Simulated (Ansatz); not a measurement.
A constructed model of the (111) surface of fcc Ni, ferromagnetic, a layer of Rh in place of the second plane (bottom of the slab: a bare face, its two planes held)

These are PBE (plane waves to 420 eV, PAW; Ansatz, a quantum-chemistry and plane-wave program) values and carry that method's errors.

Slab: 6 atoms, 10.4 Å thick at the start (thin: gaps and levels are the slab's own); k 17x17x1, smearing 0.1 eV, dipole-corrected; 2 atoms held, the rest relaxed; held to the start's symmetry, so lower structures may exist; spin-polarised, ending with about 3.7 μB a cell; orders that need a larger cell were not tried, no spin-orbit, no U. It is one candidate, not shown to be the stable structure of the face.

work function of the top face: 5.17 eV
energy released by relaxation: 0.009 eV
magnetic moment of the cell: 3.75 μB
cost: about 5 core-minutes (a rough figure)
